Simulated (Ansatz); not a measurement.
A self-consistent single point of Zn3Cu (P6_3/mmc, 8 atoms in the cell) with Ansatz (a program for electronic structure).

Computed with r2SCAN, harder PAW files (source: ansatz) made with PBE (plane waves; Ansatz).

```
CELL_PARAMETERS angstrom
      5.53057     0.00000     0.00000
     -2.76528     4.78961     0.00000
      0.00000     0.00000     4.43595
ATOMIC_POSITIONS crystal
  Zn 0.83920 0.67840 0.25000
  Zn 0.16080 0.83920 0.75000
  Zn 0.32160 0.16080 0.25000
  Zn 0.16080 0.32160 0.75000
  Zn 0.83920 0.16080 0.25000
  Zn 0.67840 0.83920 0.75000
  Cu 0.33333 0.66667 0.25000
  Cu 0.66667 0.33333 0.75000
```

Reference input (self-consistent single point, DFT, r2SCAN, plane waves, harder PAW files (source: ansatz) made with PBE): basis.ecutwfc = 51.4 Ry; kpoints.mp_grid.grid = 4 4 5; hamiltonian.xc = r2scan; hamiltonian.pseudopotentials = {kind: paw, source: ansatz}; scf.occupations.method = fermi_dirac; scf.occupations.width = 0.01 Ry. This run's input differs from it in these lines:

Ansatz 0.2 input:
```diff
@@ -16,3 +16,3 @@
 basis:
-  ecutwfc: 51.4 Ry
+  ecutwfc: 25.7 Ry
 kpoints:
```

Output (repeated stretches shortened):

```
SCF iter   1: F=—  HF=-58150.339491 eV  |F-HF|=—  |Δ(HF+E_count)|=         —  Δρ=3.37e-1  dr2=1.12e2  dr2_τ=5.30e0  ethr=3.10e-3  ⟨swp⟩=4.8  Hψ=3503  notcnv=0  defer=9
all-band conjugate gradients solve this SCF's bands
preconditioner: auto → Kerker (q_TF=auto, 2.866 Å⁻¹)
SCF iter   2: F=—  HF=-58152.683960 eV  |F-HF|=—  |Δ(HF+E_count)|=    2.34e0  Δρ=2.56e-1  dr2=4.50e1  dr2_τ=3.96e0  ethr=3.10e-3  ⟨swp⟩=4.0  Hψ=3716  notcnv=0  defer=48
   [... lines left out ...]
SCF iter  10: F=—  HF=-58138.367365 eV  |F-HF|=—  |Δ(HF+E_count)|=   3.51e-5  Δρ=5.43e-5  dr2=5.47e-6  dr2_τ=1.48e-7  ethr=9.49e-8  ⟨swp⟩=2.0  Hψ=1647  notcnv=0  defer=70
SCF iter  11: F=—  HF=-58138.367375 eV  |F-HF|=—  |Δ(HF+E_count)|=   9.59e-6  Δρ=6.92e-6  dr2=5.23e-8  dr2_τ=2.67e-9  ethr=6.33e-11  ⟨swp⟩=7.7  Hψ=5228  notcnv=0
SCF iter  12: F=-58138.367375 eV  HF=-58138.367375 eV  |F-HF|=2.78e-8  |Δ(HF+E_count)|=   7.74e-8  Δρ=5.62e-6  dr2=3.49e-8  dr2_τ=7.89e-10  ethr=3.31e-11  ⟨swp⟩=1.1  Hψ=3170  notcnv=0
SCF 1 converged in 12 iterations: F = -58138.367375 eV  dr2 = 3.49e-8
Free energy (F): -58138.367375 eV
Internal energy: -58138.190779 eV  (E = F + TS)
E sigma→0 (E₀):  -58138.279077 eV
Entropy (-TS):   -0.176596 eV (-22.074 meV/atom)
Fermi energy:    13.746795 eV
--- Forces (eV/Å), atoms counted from 1 ---
  atom   1  Zn    -0.00000000    -0.74149353     0.00000000
  atom   2  Zn     0.64215223    -0.37074676     0.00000000
  atom   3  Zn     0.64215223     0.37074676     0.00000000
  atom   4  Zn    -0.00000000     0.74149353     0.00000000
  atom   5  Zn    -0.64215223     0.37074676     0.00000000
  atom   6  Zn    -0.64215223    -0.37074676     0.00000000
  atom   7  Cu     0.00000000     0.00000000     0.00000000
  atom   8  Cu     0.00000000    -0.00000000     0.00000000
--- Stress (GPa, compression-positive) ---
      -11.661497      -0.000000       0.000000
       -0.000000     -11.661497       0.000000
        0.000000       0.000000     -11.507446
  P = ⅓ Tr σ = -11.6101 GPa (-116.101 kbar)
  The stress holds the Pulay correction. Without it, at fixed plane waves, as pw.x and ABINIT print it: P = -517.3973 GPa
```

The run converged in 12 iterations. Against the reference run the free energy goes up by 7.79 eV/atom, the pressure goes from -9.09 to -11.61 GPa and the largest force goes from 0.681 to 0.741 eV/Å.

The starting cell was generated: these elements placed on a structure prototype, without a prior relaxation; it need not be a known phase or ordering of this composition. Spin polarisation is off. Ansatz's pressure includes its estimate of the finite-basis (Pulay) stress. Without the estimate this run gives -517.40 GPa. The cutoff lies below the one recommended for these files.
